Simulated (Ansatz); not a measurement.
Consider SiO₂ in the rutile structure (space group P4_2/mnm, No. 136; a = 4.236 Å, c = 2.690 Å). Axes: x, y, z lie along a, b, c of the conventional cell.

Level of theory: PBE, PAW, 420 eV (Ansatz, a program for electronic structure; no spin-orbit coupling).

It is then changed as follows: an isotropic linear strain of +3.00 %; the atoms relax in the strained cell.

Predict the stress tensor and what it implies for the stiffness.

Stress of the strained cell less that of the base (GPa, compression positive):
```
 -16.79    0.00    0.00
   0.00  -16.79    0.00
   0.00    0.00  -26.75
```

Then B = −ΔP/(ΔV/V₀) with ΔV/V₀ = 0.0927 gives secant stiffness values (nonlinear terms included at this strain): B (at held cell shape, above the free-shape value) ≈ 217 GPa.

As a check, the harmonic strain energy −½ V₀ Δσ:ε is 45 meV/atom; the computed energy rise is 51 meV/atom.

No phonon test of stability was made.
